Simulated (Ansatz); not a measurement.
Input:

End structure of the (110) surface of silicon in its 1x1 cell, relaxed from an ideal cut (the real face may reconstruct), outermost plane spacing 1.93 Å in the ideal cut:

```yaml
crystal:
  lattice:
    - [3.86787, 0.00000, 0.00000]
    - [0.00000, 5.47000, 0.00000]
    - [0.00000, 0.00000, 30.00000]
  atoms:
    - { symbol: Si, position: [0.50000, 0.48317, 0.28152] }
    - { symbol: Si, position: [0.00000, 0.26683, 0.28152] }
    - { symbol: Si, position: [0.00000, 0.99287, 0.33963] }
    - { symbol: Si, position: [0.50000, 0.75713, 0.33963] }
    - { symbol: Si, position: [0.50000, 0.49884, 0.40314] }
    - { symbol: Si, position: [0.00000, 0.25116, 0.40314] }
    - { symbol: Si, position: [0.00000, 0.99998, 0.46774] }
    - { symbol: Si, position: [0.50000, 0.75002, 0.46774] }
    - { symbol: Si, position: [0.50000, 0.49998, 0.53226] }
    - { symbol: Si, position: [0.00000, 0.25002, 0.53226] }
    - { symbol: Si, position: [0.00000, 0.99884, 0.59686] }
    - { symbol: Si, position: [0.50000, 0.75116, 0.59686] }
    - { symbol: Si, position: [0.50000, 0.49287, 0.66037] }
    - { symbol: Si, position: [0.00000, 0.25713, 0.66037] }
    - { symbol: Si, position: [0.00000, 0.98317, 0.71848] }
    - { symbol: Si, position: [0.50000, 0.76683, 0.71848] }
```

Slab: 16 atoms, 13.5 Å thick at the start; k 7x5x1, smearing 0.025 eV, dipole-corrected; all atoms relaxed; held to the start's symmetry, so lower structures may exist; no spin (no spin-polarised run to compare, though such a face may carry moments), no spin-orbit, no U. The slab shows no gap on its mesh.

Problem. Estimate the surface energy (mean of both faces) that Ansatz (a first-principles code) with PBE returns for this input.

Solution. 1.75 J/m²

Problem. What is the computed ionisation potential (bulk valence edge below the top vacuum level) (PBE)?

Solution. 4.98 eV

Problem. Give the work function of the top face at the level PBE.

Solution. 4.75 eV
